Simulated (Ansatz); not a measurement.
CsCl-type RuAl: PBE at its full settings (plane-wave cutoff 520 eV, 18×18×18 k mesh, Fermi–Dirac smearing 0.05 eV, no spin polarisation, scalar-relativistic PAW data made under PBE) and at cheaper ones, in a cell of 2 atoms with Γ-centred meshes.

| level and setting | equilibrium lattice constant a (Å) | bulk modulus B0 (GPa) |
|---|---|---|
| PBE (Ansatz) | 3.004 | 203 |
| PBE (Γ point alone) (Ansatz) | … | 191 |
| PBE (2×2×2 k mesh) (Ansatz) | 3.038 | 201 |
| PBE (4×4×4 k mesh) (Ansatz) | 2.993 | 207 |
| PBE (6×6×6 k mesh) (Ansatz) | 3.004 | 204 |
| PBE (Fermi-Dirac smearing of 0.3 eV) (Ansatz) | 3.011 | 197 |

Q: Estimate the withheld entries.

A: 
- PBE (Γ point alone) (Ansatz, a program for electronic structure), equilibrium lattice constant a (Å): 3.031

Largest shifts from the full settings: lattice constant a +1.13 % (PBE (2×2×2 k mesh)), against a difference of +0.40 % of the full result from the reference 2.992 Å (measured, temperature not stated, copied from a table, unchecked, not corrected to a static lattice; as tabulated in Acta Metallurgica 41, 863 (1993)); bulk modulus -5.9 % (PBE (Γ point alone)).

The full settings aren't shown to be converged themselves.

Ansatz's density-functional and Hartree–Fock values are scalar-relativistic unless marked +SOC, with PAW data made under PBE.

Run with cheap settings on purpose, which may leave them unconverged: PBE (2×2×2 k mesh), PBE (4×4×4 k mesh), PBE (6×6×6 k mesh), PBE (Fermi-Dirac smearing of 0.3 eV), PBE (Γ point alone).
